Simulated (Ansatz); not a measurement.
Start from Au in the fcc (Cu type) structure (space group Fm-3m, No. 225; relaxed with 0.1 eV smearing).

```
CELL_PARAMETERS angstrom
      0.00000     2.02383     2.02383
      2.02383     0.00000     2.02383
      2.02383     2.02383     0.00000
ATOMIC_POSITIONS crystal
  Au 0.00000 0.00000 0.00000
```

Cartesian axes are those of the cell as printed.

Calculations: Ansatz (an electronic-structure program), LDA, PAW, cutoff 420 eV, without spin-orbit coupling.

Before the change:

| Property | Result |
|---|---|
| Volume per atom | 16.58 Å³ |

It is then changed as follows: tensile biaxial strain of 0.83 % in the plane normal to [111], as in epitaxy on a mismatched substrate; the out-of-plane cell vector and the atoms relax.

Task: Predict the new volume per atom.

Result: The volume per atom goes up by 0.09 Å³ to 16.67 Å³.

Task: Estimate the effect on the in-plane stress.

Result: The mean in-plane stress (compression positive) is -1.4 GPa.

Whether these cells are dynamically stable was not tested.
